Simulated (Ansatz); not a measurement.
The parent structure is BAs in the zinc blende structure (space group F-43m, No. 216; a = 4.784 Å).

Computed with DFT with r2SCAN, PAW potentials and a 500 eV plane-wave cutoff in Ansatz (an electronic-structure program), no spin-orbit coupling.

One change was made to it. Results:

The shortest interatomic distance shrinks by 0.1049 Å (2.071 Å → 1.967 Å); the hole mass (degenerate bands, along [100]) goes from 0.21, 0.22, 0.22 mₑ (at Γ) to 0.20, 0.20, 0.27 mₑ (at Γ); the density goes up by 0.88 g/cm³ to 6.08 g/cm³; the width of the top valence band goes up by 1.01 eV (5.41 eV → 6.42 eV).

### Question
What was done to the base?
(A) pressure 15 GPa
(B) pressure 100 GPa
(C) pressure 30 GPa
(D) pressure 3 GPa
(E) pressure −2 GPa

### Answer
C, pressure 30 GPa. For comparison, the hole mass in the other runs: pressure 3 GPa gives 0.22 mₑ (at Γ); pressure −2 GPa gives 0.20, 0.22, 0.22 mₑ (at Γ); pressure 100 GPa gives 0.18, 0.18, 0.36 mₑ (at Γ); pressure 15 GPa gives 0.20, 0.20, 0.24 mₑ (at Γ).

The levels and masses belong to the bands next to the band gap. Load acts through the strain it causes; cell and atoms are relaxed under it. Masses are band curvatures over ±0.01 Å⁻¹ around the edge. Stability against distortions was not tested. Competing high-pressure phases were not computed.
